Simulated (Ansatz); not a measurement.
The starting structures come from a database of crystals and need not be the phases stable at ambient conditions.

 Where the default PAW files enter, the runs use the earlier of Ansatz's two default sets.

Inside the gap of an insulator the Bloch states are evanescent, with a wavenumber k + iκ along the transport direction.

```
CELL_PARAMETERS angstrom
      5.27085     0.00000     0.00000
     -1.84514     4.98954     0.00000
     -0.92257     2.49477     4.58535
ATOMIC_POSITIONS crystal
  Li 0.50000 0.82990 0.34020
  Li 0.50000 0.17010 0.65980
  Li 0.50000 0.50000 0.00000
  Zn 0.00000 0.66660 0.66680
  Zn 0.00000 0.33340 0.33320
  Sb 0.00000 0.00000 0.00000
  O  0.76442 0.60747 0.31382
  O  0.23558 0.39253 0.68618
  O  0.23558 0.07871 0.31382
  O  0.76442 0.92129 0.68618
  O  0.22852 0.76473 0.00000
  O  0.77148 0.23527 0.00000
```

Space group of this cell: C2/m. The cell is taken as given; by r2SCAN its mean pressure is -6.7 GPa.

Transport runs along the normal of the first two printed cell vectors.

The gap is the functional's own. No spin-orbit coupling. Mid-gap values are interpolated on the energy grid.

Problem. State the band gap and the smallest decay constant κ at mid-gap according to r2SCAN run with Ansatz (a quantum-chemistry and plane-wave program).

Solution. Gap 3.11 eV on a 6×8×8 mesh; κ = 0.305 1/Å, at the zone centre.
